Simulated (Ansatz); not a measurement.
Base system: TlBiS2 (space group R-3m, No. 166; a = 4.085 Å, c = 21.704 Å (hexagonal axes)). Axes: x lies along a and z along c of the hexagonal cell.

All numbers come from PBEsol (Ansatz, a program for electronic structure), no spin-orbit coupling.

Strains are applied to the cell and any free atomic positions relax; under biaxial strain the out-of-plane vector relaxes too; under stress the whole cell relaxes.

One change was made to it. Results:

The volume per atom shrinks by 1.477 Å³ to 24.66 Å³; the energy grows by 79 meV/atom; the band gap goes from 0.16 eV to zero.

Name the change that was made.
A. uniaxial stress, 8 GPa compression along x
B. isotropic strain +1.00 %
C. biaxial strain +3.87 %, plane normal [001], relaxed out of plane
D. uniaxial strain ε_zz = +1.00 %

A, uniaxial stress, 8 GPa compression along x. For comparison, the energy relative to the base in the other runs: isotropic strain +1.00 % gives +3.4 meV/atom; biaxial strain +3.87 %, plane normal [001], relaxed out of plane gives +17 meV/atom; uniaxial strain ε_zz = +1.00 % gives +0.5 meV/atom.

A case with no gap was solved on a k-mesh chosen for an insulator, which is coarse for it. With Bi and Tl present, leaving out spin-orbit coupling can change the band edges. Beyond what the load breaks, stability against distortions was not tested. All final runs are without spin polarisation. A zero or small gap of TlBiS2 can be the functional's error rather than a property of the material.
